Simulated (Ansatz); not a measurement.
The starting structures come from a database of crystals and need not be the phases stable at ambient conditions.

Given:

```
CELL_PARAMETERS angstrom
      3.99095     0.00000     0.00000
      0.00000     3.99095     0.00000
      0.00000     0.00000     3.91270
ATOMIC_POSITIONS crystal
  Sr 0.00000 0.00000 0.00000
  Ti 0.50000 0.50000 0.50000
  O  0.50000 0.00000 0.50000
  O  0.00000 0.50000 0.50000
  O  0.50000 0.50000 0.00000
```

The cell is strained (lengths across the current scaled by 1.02, ions clamped); by r2SCAN it stands under a pressure of -7.5 GPa.

Transport runs along the normal of the first two printed cell vectors, the (001) (indices of the unstrained crystal) plane of the conventional cell.

No gap correction and no spin-orbit coupling; mid-gap is the computed energy nearest the middle.

### Question
State the band gap and the smallest decay constant κ at mid-gap according to r2SCAN run with Ansatz (a first-principles code).

### Answer
Gap 2.13 eV on a 8×8×8 mesh; κ = 0.258 1/Å, at the zone centre.
